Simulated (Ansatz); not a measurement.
ZnS under load (space group P6_3mc), Ansatz (a first-principles code) with r2SCAN with spin-orbit coupling, rigid bands. Condition of this run: biaxial stress in the c plane of 2 GPa (compression positive) (the target of the relaxation). Band gap 2.85 eV, N_c = 2.44e18 cm⁻³ and N_v = 3.06e19 cm⁻³ at 300 K, conductivity masses along x (a = (3.74, 0.00, 0.00) Å; b = (-1.87, 3.24, 0.00) Å; c = (0.00, 0.00, 6.26) Å) of 0.233 mₑ (electrons) and 0.944 mₑ (holes). Take k_BT = 0.02585 eV.

Q: Find the intrinsic carrier density and the intrinsic Fermi level.

A: n_i = √(N_c N_v) exp(−E_g/2k_BT) = 8.64e18 × exp(−55.12) = 9.9e-6 cm⁻³. The level lies (k_BT/2) ln(N_v/N_c) = 33 meV from mid-gap (positive towards the conduction band). Each 0.1 eV added to the gap lowers n_i by a factor of 6.9.

Q: What thermal injection velocity √(2k_BT/πm) limits a ballistic channel along the direction named?

A: 1.11e7 cm/s for electrons and 5.54e6 cm/s for holes, a ratio of √(m_h/m_e) = 2.01, for dilute carriers.

Q: A film of it is 8 nm thick, with its normal along the direction named. Estimate the confinement energies in an infinite well.

A: ħ²π²/(2m t²) = 0.376 eV·nm²/(m/mₑ × t²) gives 25.2 meV for electrons and 6.22 meV for holes, so the gap would widen to about 2.88 eV. Finite barriers and nonparabolic bands lower this, and with several valleys or bands the heaviest mass along the normal sets the lowest level, not this average.

Rigid bands with the computed gap; masses take one relaxation time for all states. Geometry: cell and atoms relaxed with PBEsol.
